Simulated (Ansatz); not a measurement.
A computed series for SnSe2: response to strain

The parent structure is SnSe2 in the CdI2 type structure (space group P-3m1, No. 164; a = 3.840 Å, c = 6.007 Å; layered, stacked along the Cartesian z axis). Axes: x lies along a and z along c of the hexagonal cell.

Strains are applied to the cell and any free atomic positions relax.

Method: PBE-D3(BJ) (Ansatz, an electronic-structure program; PAW; 420 eV plane waves; no spin-orbit coupling).

Candidates:
(a) uniaxial strain ε_zz = −0.50 %
(b) uniaxial strain ε_zz = +3.00 %
(c) uniaxial strain ε_zz = −1.50 %
(d) uniaxial strain ε_zz = −2.00 %

Before the change:

| Item | Value |
|---|---|
| Band gap | 0.36 eV |

Question: Order them by band gap, highest first.

Answer: (b) uniaxial strain ε_zz = +3.00 % (0.56 eV), (a) uniaxial strain ε_zz = −0.50 % (0.33 eV), (c) uniaxial strain ε_zz = −1.50 % (0.26 eV), (d) uniaxial strain ε_zz = −2.00 % (0.22 eV)

Gaps are read on the SCF mesh and a high-symmetry path. No phonon test of stability was made. The zero or small gap of SnSe2 under uniaxial strain ε_zz = −1.50 % and SnSe2 under uniaxial strain ε_zz = −2.00 % can change with the level of theory.
